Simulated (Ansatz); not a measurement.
Response to strain in Ca

The parent structure is Ca in the fcc (Cu type) structure (space group Fm-3m, No. 225; relaxed with 0.1 eV smearing).

```xyz
1
Lattice="0.0000 2.7279 2.7279 2.7279 0.0000 2.7279 2.7279 2.7279 0.0000" Properties=species:S:1:pos:R:3 pbc="T T T"
Ca     0.0000     0.0000     0.0000
```

Cartesian axes are those of the cell as printed.

Strains are applied to the cell and any free atomic positions relax; under biaxial strain the out-of-plane vector relaxes too.

All numbers come from PBEsol (Ansatz, a program for electronic structure), no spin-orbit coupling.

Candidates:
(a) biaxial strain +0.83 %, plane normal [111], relaxed out of plane
(b) biaxial strain +0.42 %, plane normal [111], relaxed out of plane
(c) biaxial strain −0.83 %, plane normal [111], relaxed out of plane
(d) biaxial strain −2.50 %, plane normal [111], relaxed out of plane

Task: Order them by out-of-plane strain, highest first.

Result: (d) biaxial strain −2.50 %, plane normal [111], relaxed out of plane (+0.85 %), (c) biaxial strain −0.83 %, plane normal [111], relaxed out of plane (+0.31 %), (b) biaxial strain +0.42 %, plane normal [111], relaxed out of plane (-0.14 %), (a) biaxial strain +0.83 %, plane normal [111], relaxed out of plane (-0.30 %)

Stability against distortions was not tested.
